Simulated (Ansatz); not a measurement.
The starting structures come from a database of crystals and need not be the phases stable at ambient conditions.

By PBEsol, the system below comes out a metal.

A figure of merit of an interconnect metal is its ballistic conductance per area.

```xyz
3
Lattice="3.2019 0.0000 0.0000 0.0000 4.1678 0.0000 1.6010 2.0839 1.6010" Properties=species:S:1:pos:R:3 pbc="T T T"
Ti     0.0000     0.0000     0.0000
H      1.6010     1.0420     0.0000
H      1.6010     3.1259     0.0000
```

Space group of this cell: I4/mmm. The cell is taken as given; by PBEsol its mean pressure is -3.4 GPa.

The current flows along the normal of the first two printed cell vectors, the (100) plane of the conventional cell. No spin-orbit coupling; the value is a mean over 0.1 eV about the Fermi level.

Question: Compute, with Ansatz (a first-principles code) with PBEsol, the ballistic conductance per area.

Answer: 0.49 × 10¹⁵ S/m² for both spins.
